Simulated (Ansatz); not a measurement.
# Effective masses and thermopower of InP (R3m)

Given:

```xyz
2
Lattice="0.0224 2.9553 2.9553 2.9553 0.0224 2.9553 2.9553 2.9553 0.0224" Properties=species:S:1:pos:R:3 pbc="T T T"
In     0.0038     0.0038     0.0038
P      1.4795     1.4795     1.4795
```

The numbers are results of r2SCAN with spin-orbit coupling, rigid bands (plane waves, PAW; Ansatz, a program for electronic structure), not measurements. Condition of this run: uniaxial stress along [111] of -1 GPa (compression positive) (the target of the relaxation). Cell: cell and atoms relaxed with PBEsol, then loaded as said.

```yaml
band_gap: 1.03 eV
electron conductivity mass (300 K, dilute): 0.088 mₑ
hole conductivity mass (300 K, dilute): 0.52 mₑ
effective density of states N_c (300 K): 6.2e17 cm⁻³
effective density of states N_v (300 K): 1.4e19 cm⁻³
density_of_states_mass_electrons: 0.085 mₑ
density_of_states_mass_holes: 0.68 mₑ
Seebeck coefficient, n-type 1e19 cm⁻³, 300 K: -58 μV/K
Seebeck coefficient, p-type 1e19 cm⁻³, 300 K: 303 μV/K
best p-type power factor at 300 K for τ = 10 fs (best axis; densities from 1e16 to 1e21 cm⁻³ tried, whether or not they can be reached): 12.8 μW/(cm·K²) at 3e20 cm⁻³
```

Rigid bands; masses and Seebeck coefficients take one relaxation time τ for all states and one kind of carrier; polarons and phonon drag are left out. Geometry: cell and atoms relaxed with PBEsol.
